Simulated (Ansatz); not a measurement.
Results of PBEsol (Ansatz, a quantum-chemistry and plane-wave program, PAW) for CsGeBr3 (within 0.1 Å of R3m, No. 160, 5 atoms in the cell; start mp-642739).

Settings: plane-wave cutoff 520 eV, 6×6×6 k mesh, Fermi–Dirac smearing 0.01 eV, scalar-relativistic PAW data made under PBE.

Cell (relaxed with PBEsol):

CsBr₃Ge has the trigonal space group R3m, hexagonal axes (No. 160), Pearson symbol hR5. Lattice parameters: a = b = 7.767 Å, c = 9.668 Å, α = β = 90.00°, γ = 120.00°. Cs on 3a is coordinated by 12 Br at 3.884–3.949 Å (cuboctahedral). Ge on 3a has 3 Br at 2.590 Å and 3 Br at 2.942 Å (octahedral). Br on 9b is coordinated by 1 Ge at 2.590 Å and 1 Ge at 2.942 Å and 4 Cs at 3.884–3.949 Å (octahedral). (Neighbours: up to the widest gap in distance over summed covalent radii, below 1.35, at either atom; cation-cation and far metal-metal contacts left out.)
(The calculation used a cell of 5 atoms; values per cell refer to that cell.)

Question: Estimate the band gap and Γ–Γ gap that the calculation returns.

Answer: 
band gap: 0.62 eV
Γ–Γ gap: 5.26 eV

Spin–orbit coupling is not included.

A start named mp-… is a Materials Project structure, which need not be a measured phase.
